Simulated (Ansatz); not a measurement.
# How the equilibrium lattice constant a of ZrSe₂ (model structure, started from the fluorite type, Fm-3m, No. 225, 3 atoms in the cell) moves with the method

No measured value is used here.

```json
[
 {"level (code)": "PBE (Ansatz)", "value (Å)": "6.597"},
 {"level (code)": "PBEsol (Ansatz)", "value (Å)": "6.507"},
 {"level (code)": "PBE-D3(BJ) (Ansatz)", "value (Å)": "(withheld)"}
]
```

Complete the blanks.


- PBE-D3(BJ) (Ansatz, a program for electronic structure), value (Å): 6.520

Ansatz's density-functional and Hartree–Fock values are scalar-relativistic unless marked +SOC, with PAW data made under PBE.

A model structure was made by putting elements into a prototype or built by hand; it is no filed structure, need not be a known phase, and can be a saddle point held by its symmetry.
